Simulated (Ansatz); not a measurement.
Base system: CdSe in the zinc blende structure (space group F-43m, No. 216).

```
CdSe
1.0
    0.00000     3.00374     3.00374
    3.00374     0.00000     3.00374
    3.00374     3.00374     0.00000
Cd Se
1 1
Direct
  0.00000   0.00000   0.00000
  0.25000   0.25000   0.25000
```

Cartesian axes are those of the cell as printed.

Method: LDA (Ansatz, a quantum-chemistry and plane-wave program; PAW; 420 eV plane waves; spin-orbit coupling left out).

Modification: the cell is compressed by 3.00 % along z with no lateral relaxation, atoms relaxed at fixed cell.

Q: Predict the stress tensor and what it implies for the stiffness.

A: Stress of the strained cell less that of the base (GPa, compression positive):
```
   1.71    0.00    0.00
   0.00    1.71    0.00
   0.00    0.00    2.18
```

Then −Δσ_ii/ε with ε = -0.0300 gives secant stiffness values (nonlinear terms included at this strain): C33 ≈ 73 GPa, C13 ≈ 57 GPa and C23 ≈ 57 GPa.

As a check, the harmonic strain energy −½ V₀ Δσ:ε is 5.5 meV/atom; the computed energy rise is 5.5 meV/atom.

No phonon test of stability was made.
